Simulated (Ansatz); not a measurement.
## Gaps and masses across 12 crystals of space group F-43m

All by PBEsol with spin-orbit coupling, rigid bands run with Ansatz (an electronic-structure program); geometry: cell and atoms relaxed with PBEsol.

```csv
Crystal,volume per atom (Å³),band gap,electron conductivity mass,hole conductivity mass,E_g(mₑ/m* − 1)
InP,25.4,0.54 eV,0.056 mₑ,0.56 mₑ,9.1 eV
AgI,33.5,0.97 eV,0.159 mₑ,0.71 mₑ,5.1 eV
BAs,13.5,1.01 eV,0.30 mₑ,0.34 mₑ,-
BP,11.5,1.10 eV,0.33 mₑ,0.42 mₑ,-
ZnSe,22.3,1.11 eV,0.100 mₑ,0.66 mₑ,10.0 eV
AlAs,22.8,1.25 eV,0.33 mₑ,0.59 mₑ,-
GaP,20.1,1.43 eV,0.35 mₑ,0.48 mₑ,-
AlP,20.5,1.43 eV,0.33 mₑ,0.68 mₑ,-
BeTe,22.0,1.54 eV,0.36 mₑ,0.38 mₑ,-
ZnS,19.2,2.07 eV,0.179 mₑ,0.84 mₑ,9.5 eV
BeSe,16.9,2.32 eV,0.35 mₑ,0.56 mₑ,-
BeS,14.2,2.88 eV,0.37 mₑ,0.76 mₑ,-
```

The last column is given only where the electrons sit in one nearly round valley (density-of-states mass close to the conductivity mass).

Problem. Does the electron mass follow the gap, and the gap the size of the cell?

Solution. The mass follows the gap loosely (rank correlation 0.76), and the gap follows the volume per atom weakly at most (-0.40). Rows with one valley and with several are mixed here. Lightest electrons: InP (F-43m); heaviest: BeS (F-43m).

Problem. Two-band k·p theory gives mₑ/m* = 1 + E_P/E_g for a minimum at Γ. Does one E_P serve the rows of the last column?

Solution. The column has a median of 9.3 eV and runs from 5.1 to 10.0 eV. So one E_P doesn't describe the set. The rule holds for a direct gap between s-like and p-like states; remote bands and masses at 300 K (above the band-edge mass in narrow gaps) make the implied E_P low.

Masses are for dilute carriers at 300 K, harmonic means over directions unless an axis is named.
